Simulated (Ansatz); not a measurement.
NbP (I4₁md, No. 109, 4 atoms in the cell; start mp-9339), treated with LDA (plane waves, PAW; Ansatz, an electronic-structure program).

Numerical settings: plane-wave cutoff 520 eV, 24×24×24 k mesh, Fermi–Dirac smearing 0.05 eV, no spin polarisation, scalar-relativistic PAW data made under PBE.

Cell (relaxed at this level):

```cif
data_Nb4P4
_chemical_formula_sum 'Nb4 P4'
_space_group_name_H-M_alt 'I41md'
_space_group_IT_number 109
_space_group_name_Hall 'I 4bw -2'
_cell_length_a 3.30371
_cell_length_b 3.30371
_cell_length_c 11.22750
_cell_angle_alpha 90.000
_cell_angle_beta 90.000
_cell_angle_gamma 90.000
loop_
_atom_site_label
_atom_site_type_symbol
_atom_site_symmetry_multiplicity
_atom_site_Wyckoff_symbol
_atom_site_fract_x
_atom_site_fract_y
_atom_site_fract_z
_atom_site_occupancy
Nb1 Nb 4 a 0.00000 0.00000 0.25021 1
P1 P 4 a 0.00000 0.00000 0.83242 1
```
(The calculation used a cell of 4 atoms; values per cell refer to that cell.)

Problem. Estimate the bulk modulus that the calculation returns.

Solution. 
- bulk modulus: 209 GPa

Note: the run has no spin polarisation, so it can have missed a magnetic state; the bulk modulus is −V dP/dV from two relaxed cells at ±2 % in volume; the relaxation could not lower the start's symmetry, so the cell can be a saddle point above a distorted one.

The computed numbers hold no vibrational or temperature effects.

Computing time: very roughly 6 core-minutes.

A start named mp-… is a Materials Project structure, which need not be a measured phase.
